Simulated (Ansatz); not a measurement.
The decay constant κ of evanescent states in the gap governs leakage through a thin film.

Input:

```xyz
2
Lattice="3.8493 0.0000 0.0000 0.0000 3.8493 0.0000 1.9246 -1.9246 2.7218" Properties=species:S:1:pos:R:3 pbc="T T T"
Si     3.8493     1.9246     1.3609
Si     0.0000     0.0000     0.0000
```

The cell is taken as given; by LDA it stands under a pressure of -2.1 GPa.

Transport runs along the normal of the first two printed cell vectors, the (001) plane of the conventional cell.

The gap is the functional's own, uncorrected, and κ follows it; spin-orbit coupling is left out. Mid-gap means the computed energy nearest the middle.

Predict the band gap and the smallest decay constant κ at mid-gap from Ansatz (a quantum-chemistry and plane-wave program) with LDA.

Gap 0.48 eV on a 12×12×12 mesh; κ = 0.093 1/Å, at the zone centre.
